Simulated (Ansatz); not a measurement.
**Cost against accuracy: kpoints.mp_grid.grid for Re (Fm-3m, 1 atom in the cell)**

```xyz
1
Lattice="0.0000 1.9147 1.9147 1.9147 0.0000 1.9147 1.9147 1.9147 0.0000" Properties=species:S:1:pos:R:3 pbc="T T T"
Re     0.0000     0.0000     0.0000
```

Computed with PBEsol, default PAW files made with PBE (plane waves; Ansatz, an electronic-structure program).

Base settings: basis.ecutwfc = 30.9 Ry; kpoints.mp_grid.grid = 15 15 15; hamiltonian.xc = pbesol; hamiltonian.pseudopotentials = {kind: paw} (the program's default PAW files); scf.occupations.method = cold; scf.occupations.width = 0.0147 Ry.

Misses are taken against the tightest run, 36 36 36, which need not be fully converged itself. The energy is the free energy per atom.

The count of work is k-points × plane waves × bands × iterations; it is no time, and leaves out set-up, grids and terms that scale otherwise. 

The starting cell was generated: these elements placed on a structure prototype, without a prior relaxation; it need not be a known phase or ordering of this composition. Its lattice was rescaled by a random factor within 2.5 % of one. Spin polarisation is off. In the base run, with a pressure of about 17 GPa the cell is away from its equilibrium volume at this level. Ansatz's pressure includes its estimate of the finite-basis (Pulay) stress.

The runs (kpoints.mp_grid.grid): 1 1 1 | 3 3 3 | 4 4 4 | 5 5 5 | 6 6 6 | 7 7 7 | 8 8 8 | 10 10 10 | 12 12 12 | 14 14 14 | 15 15 15 | 16 16 16 | 19 19 19 | 23 23 23 | 29 29 29 | 36 36 36.

### Question
Which is the coarsest setting among those run that, with all tighter ones, holds the energy within 10 meV/atom of the reference, and what does it save?

### Answer
12 12 12, off by 1.2 meV/atom; it needs 0.058 of the reference's count of work.

### Question
Which is the coarsest setting among those run that, with all tighter ones, holds the energy within 1 meV/atom of the reference, and what does it save?

### Answer
23 23 23, off by 0.27 meV/atom; it needs 0.29 of the reference's count of work.

### Question
What does the step from 1 1 1 to 3 3 3 buy?

### Answer
It takes the miss in the energy from 1800 to 650 meV/atom, for 3.3 times the count of work.

| kpoints.mp_grid.grid | energy less reference (meV/atom) | pressure less reference (GPa) | count of work / reference |
|---|---|---|---|
| 1 1 1 | -1785.81 | 116.65 | 0.00097 |
| 3 3 3 | 651.53 | 20.71 | 0.0032 |
| 4 4 4 | 217.98 | 2.14 | 0.0065 |
| 5 5 5 | 86.00 | -0.29 | 0.0081 |
| 6 6 6 | -13.43 | 1.07 | 0.013 |
| 7 7 7 | -12.63 | 0.00 | 0.016 |
| 8 8 8 | 19.48 | -0.79 | 0.023 |
| 10 10 10 | -10.93 | 0.10 | 0.038 |
| 12 12 12 | -1.25 | 0.25 | 0.058 |
| 14 14 14 | 5.78 | -0.21 | 0.084 |
| 15 15 15 | 1.34 | 0.09 | 0.097 |
| 16 16 16 | -5.28 | 0.11 | 0.12 |
| 19 19 19 | -1.92 | -0.10 | 0.18 |
| 23 23 23 | 0.27 | -0.08 | 0.29 |
| 29 29 29 | -0.29 | -0.08 | 0.55 |
| 36 36 36 | 0.00 | 0.00 | 1.0 |

Keys are those of Ansatz 0.2.
